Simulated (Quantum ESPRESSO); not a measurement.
Quantum ESPRESSO run on Yb (Fm-3m, 1 atom in the cell): self-consistent single point.

Method of the run: PBE, SSSP 1.1.2 precision (PBE) pseudopotentials (plane waves; Quantum ESPRESSO).

```
Yb
1.0
   -2.69452     0.00000     2.69452
    0.00000     2.69452     2.69452
   -2.69452     2.69452     0.00000
Yb
1
Direct
  0.00000   0.00000   0.00000
```

Reference input (self-consistent single point, DFT, PBE, plane waves, SSSP 1.1.2 precision (PBE) pseudopotentials): ecutwfc = 65 Ry; ecutrho = 520 Ry; occupations = smearing; smearing = fermi-dirac; degauss = 0.0073499 Ry; potentials = {Yb: Yb.GGA-PBE-paw-v1.0.UPF}; K_POINTS = automatic 9 9 9 0 0 0; conv_thr = 1e-11 Ry; mixing_beta = 0.5. This run's input differs from it in these lines:

```diff
@@ -28,3 +28,3 @@
 K_POINTS {automatic}
-9 9 9  0 0 0
+6 6 6  0 0 0
```

Output, abridged:

```
     Self-consistent Calculation

     iteration #  1     ecut=    65.00 Ry     beta= 0.50

     total energy              =   -1010.79540445 Ry
     estimated scf accuracy    <       0.33152742 Ry

     iteration #  2     ecut=    65.00 Ry     beta= 0.50

     total energy              =   -1008.63055912 Ry
     estimated scf accuracy    <      19.86132390 Ry

     iteration #  3     ecut=    65.00 Ry     beta= 0.50

     total energy              =   -1011.11466425 Ry
     estimated scf accuracy    <       0.19313955 Ry

   [... 32 blocks of this kind left out ...]

     iteration # 36     ecut=    65.00 Ry     beta= 0.50

     total energy              =   -1011.10526153 Ry
     estimated scf accuracy    <          1.4E-09 Ry

     iteration # 37     ecut=    65.00 Ry     beta= 0.50
     End of self-consistent calculation

     the Fermi energy is    10.2075 ev

!    total energy              =   -1011.10526153 Ry
     estimated scf accuracy    <          8.2E-12 Ry
     smearing contrib. (-TS)   =      -0.00818554 Ry
     internal energy E=F+TS    =   -1011.09707600 Ry

     convergence has been achieved in  37 iterations

     Forces acting on atoms (cartesian axes, Ry/au):

     atom    1 type  1   force =     0.00000000    0.00000000    0.00000000

     Total force =     0.000000     Total SCF correction =     0.000000

          total   stress  (Ry/bohr**3)                   (kbar)     P=      -20.09
  -0.00013654   0.00000000   0.00000000          -20.09        0.00        0.00
   0.00000000  -0.00013654   0.00000000            0.00      -20.09        0.00
   0.00000000   0.00000000  -0.00013654            0.00        0.00      -20.09

   JOB DONE.
```

The run converged in 37 iterations. Against the reference run the free energy rises by 12.5 meV/atom and the pressure hardly changes (-2.08 to -2.01 GPa).

The starting cell has typed, rounded lattice constants, without a prior relaxation at this level. Its lattice was rescaled by a random factor within 2.5 % of one. Spin polarisation is off.

Cost on one core of a shared machine: roughly 3 min.
